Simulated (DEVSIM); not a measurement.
System: Si p+/n-/n+ power diode, at 300 K.

```tsv
layer (left to right)	material	thickness (μm)	Nd (cm⁻³)	Na (cm⁻³)	τn (s)	τp (s)
1	Si	4.40	-	1.3e18	0.00098	0.00098
2	Si	10.0	1.2e16	-	0.00098	0.00098
3	Si	3.30	2.6e18	-	0.00098	0.00098
```

Left contact: ohmic. Right contact: ohmic. Voltage is applied to the left contact. Recombination: SRH at mid-gap. Gap narrowing is on: ΔEg = 6.92 meV × (l + √(l² + 0.5)), l = ln(N/1.3e17 cm⁻³), shared equally by both band edges. Mobility is μmin + (μ − μmin)/(1 + (N/Nref)^α).

This is a model device: material constants are rounded textbook-type values typed into the input, and sizes, dopings and lifetimes were drawn at random. Values at 300 K.

```
parameter           Si
-------------  -------
gap (eV)         1.124
affinity (eV)     4.05
permittivity      11.7
Nc (cm⁻³)      2.86e19
Nv (cm⁻³)       3.1e19
μn (cm²/Vs)       1417
μp (cm²/Vs)        470
μn,min              52
μp,min              45
Nref,n          9.7e16
Nref,p          2.2e17
αn                0.68
αp                0.72
```

Simulated with DEVSIM: 1D drift-diffusion, Boltzmann statistics, complete ionisation; no tunnelling, impact ionisation, image-force lowering or self-heating.

Question: Tabulate band edges, carrier densities and field at zero bias.

Answer: Energies count from the Fermi level of the right contact; mesh points crowd at the junctions.

| x (μm) | Ec (eV) | Ev (eV) | n (cm⁻³) | p (cm⁻³) | field (V/cm) |
|---|---|---|---|---|---|
| 0.000 | 1.009 | -0.082 | 320 | 1.3e18 | ≈ 0 |
| 0.05722 | 1.009 | -0.082 | 320 | 1.3e18 | ≈ 0 |
| 0.2606 | 1.009 | -0.082 | 320 | 1.3e18 | ≈ 0 |
| 0.9319 | 1.009 | -0.082 | 320 | 1.3e18 | ≈ 0 |
| 3.432 | 1.009 | -0.082 | 320 | 1.3e18 | ≈ 0 |
| 4.129 | 1.009 | -0.082 | 320 | 1.3e18 | ≈ 0 |
| 4.340 | 1.009 | -0.082 | 320 | 1.3e18 | ≈ 0 |
| 4.411 | 0.932 | -0.191 | 6300 | 1.9e16 | -53000 |
| 4.498 | 0.554 | -0.569 | 1.4e10 | 8.5e9 | -35000 |
| 4.790 | 0.202 | -0.921 | 1.2e16 | 10000 | -290 |
| 5.835 | 0.201 | -0.922 | 1.2e16 | 10000 | ≈ 0 |
| 10.94 | 0.201 | -0.922 | 1.2e16 | 10000 | ≈ 0 |
| 13.44 | 0.201 | -0.922 | 1.2e16 | 10000 | ≈ 0 |
| 14.13 | 0.201 | -0.922 | 1.2e16 | 9900 | -11 |
| 14.37 | 0.173 | -0.950 | 3.5e16 | 3400 | -9200 |
| 14.41 | 0.062 | -1.020 | 2.6e18 | 230 | -1200 |
| 14.50 | 0.062 | -1.020 | 2.6e18 | 230 | ≈ 0 |
| 14.78 | 0.062 | -1.020 | 2.6e18 | 230 | ≈ 0 |
| 16.36 | 0.062 | -1.020 | 2.6e18 | 230 | ≈ 0 |
| 17.32 | 0.062 | -1.020 | 2.6e18 | 230 | ≈ 0 |
| 17.60 | 0.062 | -1.020 | 2.6e18 | 230 | ≈ 0 |
| 17.70 | 0.062 | -1.020 | 2.6e18 | 230 | ≈ 0 |
